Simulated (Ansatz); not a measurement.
## Convergence study of the k-point mesh at a smearing width of 0.05 eV for NiAl (P4mm, 2 atoms in the cell)

```
NiAl
1.0
    2.88133     0.00000     0.00000
    0.00000     2.88133     0.00000
    0.00000     0.00000     2.88133
Al Ni
1 1
Direct
  0.50000   0.50000   0.51735
  0.00000   0.00000   0.00000
```

Method: LDA (PW92), default PAW files made with PBE (plane waves; Ansatz, a quantum-chemistry and plane-wave program).

Base settings: basis.ecutwfc = 30.9 Ry; kpoints.mp_grid.grid = 11 11 11; hamiltonian.xc = lda; hamiltonian.pseudopotentials = {kind: paw} (the program's default PAW files); scf.occupations.method = fermi_dirac; scf.occupations.width = 0.0073 Ry.

In this ladder: scf.occupations.width = 0.0037 Ry.

The second cell is the first with its lattice scaled by 0.98.

Only quantities that move along the ladder and can be compared are tabulated.

The count of work is k-points × plane waves × bands × iterations; it is no time. 

The starting cell has typed, rounded lattice constants, without a prior relaxation at this level. Its lattice was rescaled by up to half a per cent. One atom was moved a little off its site on purpose. Spin polarisation is off. In the base run, with a pressure of about -8 GPa the cell is away from its equilibrium volume at this level. Ansatz's pressure includes its estimate of the finite-basis (Pulay) stress.

| kpoints.mp_grid.grid | free energy less the last step's (meV/atom) | energy of the compressed cell less the first (meV/atom) | pressure (GPa) | largest difference of a force vector from the last step's (eV/Å) | count of work / last |
|---|---|---|---|---|---|
| 4 4 4 | -20.52 | -19.44 | -9.29 | 0.008 | 0.012 |
| 5 5 5 | 18.45 | -11.74 | -7.60 | 0.001 | 0.012 |
| 6 6 6 | 13.60 | -14.04 | -8.10 | 0.002 | 0.027 |
| 7 7 7 | -6.80 | -15.63 | -8.43 | 0.001 | 0.027 |
| 9 9 9 | 2.15 | -15.80 | -8.48 | 0.001 | 0.051 |
| 10 10 10 | -1.92 | -15.83 | -8.48 | 0.000 | 0.086 |
| 12 12 12 | 0.85 | -15.12 | -8.32 | 0.001 | 0.13 |
| 15 15 15 | 0.75 | -15.26 | -8.34 | 0.000 | 0.20 |
| 18 18 18 | -0.08 | -15.29 | -8.36 | 0.000 | 0.37 |
| 22 22 22 | -0.05 | -15.28 | -8.36 | 0.000 | 0.64 |
| 27 27 27 | 0.00 | -15.28 | -8.36 | 0.000 | 1.0 |

Coarsest kpoints.mp_grid.grid that holds the free energy within 0.5 meV/atom of the last step, with all finer ones: 18 18 18, at 0.37 of the last step's count of work; the step before is off by 0.75 meV/atom.

Coarsest kpoints.mp_grid.grid that holds the energy of the compressed cell less the first within 2 meV/atom of the last step, with all finer ones: 6 6 6, at 0.027 of the last step's count of work; the step before is off by 3.5 meV/atom.

Coarsest kpoints.mp_grid.grid that holds the forces within 0.005 eV/Å of the last step, with all finer ones: 5 5 5, at 0.012 of the last step's count of work; the step before is off by 0.008 eV/Å.

The energy difference between the two cells stays within 1 meV/atom of the last step's from 7 7 7 on, the total only from 12 12 12 on: much of the error is common to both cells and cancels.

Keys are those of Ansatz 0.2.
